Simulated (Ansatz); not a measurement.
The starting structures come from a database of crystals and need not be the phases stable at ambient conditions.

Tunnelling through a barrier is set by its complex band structure: the current falls as exp(−2κd) with the smallest κ.

```xyz
6
Lattice="6.5957 0.0000 0.0000 2.1980 7.0494 0.0000 3.2978 0.0000 2.0813" Properties=species:S:1:pos:R:3 pbc="T T T"
Ca     4.9463     5.2870     1.3548
Ca     7.1452     1.7623     0.7265
C      9.2766     3.9485     1.4964
C      2.8149     3.1009     0.5849
C      7.2117     6.6256     1.4964
C      4.8798     0.4238     0.5849
```

Space group of this cell: C2/c. The cell is taken as given.

Transport runs along the normal of the first two printed cell vectors.

The gap is the functional's own, uncorrected, and κ follows it; spin-orbit coupling is left out. Mid-gap values are interpolated between the computed energies.

Q: Give the band gap and the smallest decay constant κ at mid-gap that r2SCAN (Ansatz, a program for electronic structure) yields.

A: Gap 2.35 eV on a 14×4×14 mesh; κ = 0.296 1/Å, at the zone centre.
